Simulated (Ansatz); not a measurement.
A computed series for WSi2: response to strain

Start from WSi2 (space group I4/mmm, No. 139; a = 3.185 Å, c = 7.773 Å; relaxed with 0.1 eV smearing). Axes: x, y, z lie along a, b, c of the conventional cell.

Strains are applied to the cell and any free atomic positions relax.

All numbers come from DFT with LDA, PAW potentials and a 420 eV plane-wave cutoff in Ansatz (a program for electronic structure), no spin-orbit coupling.

Notes on the quantities. energy relative to the base: free energy F.

```json
[
 {"uniaxial strain ε_zz (%)": "0", "energy relative to the base (meV/atom)": "0.0"},
 {"uniaxial strain ε_zz (%)": "0.5", "energy relative to the base (meV/atom)": "0.6"},
 {"uniaxial strain ε_zz (%)": "1", "energy relative to the base (meV/atom)": "2.3"},
 {"uniaxial strain ε_zz (%)": "1.5", "energy relative to the base (meV/atom)": "5.0"},
 {"uniaxial strain ε_zz (%)": "2", "energy relative to the base (meV/atom)": "?"},
 {"uniaxial strain ε_zz (%)": "2.5", "energy relative to the base (meV/atom)": "13.5"},
 {"uniaxial strain ε_zz (%)": "3", "energy relative to the base (meV/atom)": "19.0"}
]
```

Question: Fit ΔE = Aε² + Bε³ (ε in %) to the rows shown and predict the withheld row.

Answer: Least squares on the printed values gives A = 2.37 and B = -0.085 meV/atom (largest residual 0.0 meV/atom); this predicts 8.8 meV/atom, and the run gives 8.8 meV/atom, in agreement.

Whether these cells are dynamically stable was not tested. All final runs are without spin polarisation.
